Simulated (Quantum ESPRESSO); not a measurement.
Worked example: self-consistent single point of Co3ReB4 (P1, 8 atoms in the cell) in Quantum ESPRESSO.

Level of theory: PBEsol, GBRV 1.5 ultrasoft (PBESOL) pseudopotentials (plane waves; Quantum ESPRESSO).

The change in words: atoms moved at random. Reference geometry:
```
Co3ReB4
1.0
    4.12595     0.00000     0.00000
    0.00000     3.03195     0.00000
   -0.13336     0.00000     5.41320
Co Re B
3 1 4
Direct
  0.86977   0.00000   0.17346
  0.37156   0.50000   0.32008
  0.12718   0.50000   0.82626
  0.63063   0.00000   0.67922
  0.12836   0.00000   0.52039
  0.36690   0.00000   0.04471
  0.90009   0.50000   0.45031
  0.60551   0.50000   0.98557
```

Reference input (self-consistent single point, DFT, PBEsol, plane waves, GBRV 1.5 ultrasoft (PBESOL) pseudopotentials): ecutwfc = 50 Ry; ecutrho = 400 Ry; occupations = smearing; smearing = gauss; degauss = 0.0036749 Ry; K_POINTS = automatic 5 7 4 0 0 0; conv_thr = 1e-10 Ry; mixing_beta = 0.3. This run's input differs from it in these lines:

```diff
@@ -30,10 +30,10 @@
 ATOMIC_POSITIONS angstrom
-Co    3.56549421    0.00000000    0.93897315
-Co    1.49035083    1.51597500    1.73265610
-Co    0.41454498    1.51597500    4.47270815
-Re    2.51136435    0.00000000    3.67675167
-B     0.46020565    0.00000000    2.81697359
-B     1.50784835    0.00000000    0.24202404
-B     3.65367119    1.51597500    2.43761674
-B     2.36686443    1.51597500    5.33508457
+Co    3.51194881    0.02141163    0.92870973
+Co    1.45234191    1.55949864    1.73553050
+Co    0.38586360    1.53242333    4.42790312
+Re    2.53947870   -0.01582678    3.69031172
+B     0.51805714    0.02188158    2.83684002
+B     1.52513074   -0.03142616    0.23704931
+B     3.69510613    1.54185876    2.42647638
+B     2.34242097    1.43408203    5.36997262
 K_POINTS automatic
```

Log, with long lists cut:

```
     Self-consistent Calculation

     iteration #  1     ecut=    50.00 Ry     beta= 0.30

     negative rho (up, down):  1.319E-01 0.000E+00

     total energy              =   -1092.34788504 Ry
     estimated scf accuracy    <      51.27353031 Ry

     iteration #  2     ecut=    50.00 Ry     beta= 0.30

     negative rho (up, down):  1.386E-01 0.000E+00

     total energy              =   -1107.62631854 Ry
     estimated scf accuracy    <      58.12062370 Ry

     iteration #  3     ecut=    50.00 Ry     beta= 0.30

     negative rho (up, down):  1.406E-01 0.000E+00

     total energy              =   -1110.41064073 Ry
     estimated scf accuracy    <       6.33592624 Ry

   [... 15 blocks of this kind left out ...]

     iteration # 19     ecut=    50.00 Ry     beta= 0.30

     negative rho (up, down):  1.410E-01 0.000E+00

     total energy              =   -1110.81476584 Ry
     estimated scf accuracy    <          1.2E-10 Ry

     iteration # 20     ecut=    50.00 Ry     beta= 0.30

     negative rho (up, down):  1.410E-01 0.000E+00
     End of self-consistent calculation

     the Fermi energy is    18.8481 ev

!    total energy              =   -1110.81476584 Ry
     estimated scf accuracy    <          1.3E-11 Ry
     smearing contrib. (-TS)   =      -0.00047774 Ry
     internal energy E=F+TS    =   -1110.81428809 Ry

     convergence has been achieved in  20 iterations

     negative rho (up, down):  1.410E-01 0.000E+00

     Forces acting on atoms (cartesian axes, Ry/au):

     atom    1 type  1   force =     0.02367658   -0.01714522    0.01272254
     atom    2 type  1   force =     0.02511978   -0.01559233    0.00147268
     atom    3 type  1   force =     0.02599484   -0.01500799    0.01579643
     atom    4 type  2   force =    -0.00875427    0.00838161   -0.00823401
     atom    5 type  3   force =    -0.02481451    0.00089593   -0.00720545
   [... lines left out ...]
     Total force =     0.089186     Total SCF correction =     0.000011
   [... lines left out ...]

     negative rho (up, down):  1.410E-01 0.000E+00
          total   stress  (Ry/bohr**3)                   (kbar)     P=      -87.98
  -0.00048980  -0.00003961   0.00000729          -72.05       -5.83        1.07
  -0.00003961  -0.00056097   0.00001104           -5.83      -82.52        1.62
   0.00000729   0.00001104  -0.00074338            1.07        1.62     -109.36

   JOB DONE.
```

The run converged in 20 iterations. Against the reference run the free energy rises by 21.0 meV/atom, the pressure goes from -10.31 to -8.80 GPa and the largest force goes from 0.077 to 1.409 eV/Å.

The starting cell comes from a database of computed structures (which also holds hypothetical and non-ambient phases and stackings), without a prior relaxation at this level. For this run, on top of that: atoms moved at random. Spin polarisation is off. With a pressure of about -9 GPa the cell is away from its equilibrium volume at this level. Forces in this geometry exceed 1 eV/Å.

Cost on one core of a shared machine: roughly 2 min.
